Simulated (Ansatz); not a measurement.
Start from an 8-atom supercell of HgTe in the zinc blende structure (space group F-43m, No. 216; a = 6.5098 Å) at its relaxed geometry.

Computed with Ansatz (an electronic-structure program) PBEsol, scalar-relativistic without spin-orbit coupling.

One neutral defect a cell, atoms relaxed at fixed cell.

One change was made to it. Results:

| quantity | base | after |
|---|---|---|
| pressure | 0.0 GPa | -1.5 GPa |
| largest displacement of a host atom from its site in the perfect cell | – | 1.79 Å |

Task: What was done to the base?
(A) Te vacancy
(B) H interstitial (started 2.82 Å from the nearest host atom), symmetric start
(C) Hg interstitial (started 2.66 Å from the nearest host atom)

Result: A, Te vacancy. For comparison, the pressure in the other runs: Hg interstitial (started 2.66 Å from the nearest host atom) gives 0.3 GPa; H interstitial (started 2.82 Å from the nearest host atom), symmetric start gives 0.0 GPa.

In so small a cell the defect repeats every few ångströms: this is an ordered compound, not a dilute defect. A case with no gap was solved on a k-mesh chosen for an insulator, which is coarse for it. Defects with a symmetric start kept the site's symmetry and may sit on a saddle; the others started slightly shaken. The final runs are not spin-polarised.
